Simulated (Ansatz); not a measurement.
The starting structures come from a database of crystals and need not be the phases stable at ambient conditions.

 Where the default PAW files enter, the runs use the earlier of Ansatz's two default sets.

The decay constant κ of evanescent states in the gap governs leakage through a thin film.

Data:

```xyz
12
Lattice="5.0691 0.0000 0.0000 -2.5345 4.3899 0.0000 0.0000 0.0000 8.8152" Properties=species:S:1:pos:R:3 pbc="T T T"
Si     2.5345     1.4633     8.2610
Si     0.0000     2.9266     3.8534
Si     2.5345     1.4633     4.9618
Si     0.0000     2.9266     0.5542
O      1.4668     2.5406     0.0000
O     -1.4668     2.5406     4.4076
O      2.1354     0.0000     0.0000
O      1.0677     1.8493     4.4076
O     -1.0677     1.8493     0.0000
O      2.9337     0.0000     4.4076
O      2.5345     1.4633     6.6114
O      0.0000     2.9266     2.2038
```

Space group of this cell: P6_322. The cell is strained (lengths along the current scaled by 1.03, ions clamped); by r2SCAN its mean pressure is -4.4 GPa.

Transport runs along the normal of the first two printed cell vectors, the (001) (indices of the unstrained crystal) plane of the conventional cell.

No gap correction and no spin-orbit coupling; mid-gap values are interpolated between computed energies.

Q: State the band gap and the smallest decay constant κ at mid-gap according to r2SCAN (Ansatz, an electronic-structure program).

A: Gap 6.04 eV on a 12×12×4 mesh; κ = 0.489 1/Å, at the zone centre.
